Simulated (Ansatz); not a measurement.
**A computed series for hypothetical fluorite TeO2: pressure series**

The reference is TeO₂ in the fluorite structure (space group Fm-3m, No. 225; a = 5.3853 Å; a hypothetical phase, not in the database extracts checked).

Cell and atoms are relaxed at each pressure.

Levels (all Ansatz, a first-principles code, PAW, earlier PAW set): PBE (420 eV, no spin-orbit coupling); PBEsol (420 eV, no SOC).

The base cell above is that of PBE; each level relaxes its own structures.

```json
[
 {"case": "pressure −2 GPa", "band gap, PBE": "0.82 eV", "band gap, PBEsol": "0.74 eV"},
 {"case": "pressure −1 GPa", "band gap, PBE": "0.82 eV", "band gap, PBEsol": "0.73 eV"},
 {"case": "pressure 1.8 GPa", "band gap, PBE": "0.82 eV", "band gap, PBEsol": "0.72 eV"},
 {"case": "pressure 4.2 GPa", "band gap, PBE": "0.82 eV", "band gap, PBEsol": "0.71 eV"},
 {"case": "pressure 9 GPa", "band gap, PBE": "0.81 eV", "band gap, PBEsol": "0.69 eV"},
 {"case": "pressure 18 GPa", "band gap, PBE": "0.77 eV", "band gap, PBEsol": "0.64 eV"},
 {"case": "pressure 30 GPa", "band gap, PBE": "0.71 eV", "band gap, PBEsol": "0.55 eV"},
 {"case": "pressure 45 GPa", "band gap, PBE": "0.61 eV", "band gap, PBEsol": "0.45 eV"},
 {"case": "pressure 60 GPa", "band gap, PBE": "0.50 eV", "band gap, PBEsol": "0.32 eV"}
]
```

PBE lies above PBEsol in every row, by 0.09 eV to 0.19 eV. Near ties aside, they put the cases in the same order.

Spin-orbit coupling, missing from the scalar runs, can matter with Te. Load acts through the strain it causes; cell and atoms are relaxed under it. Whether these cells are dynamically stable was not tested. Competing high-pressure phases were not computed.
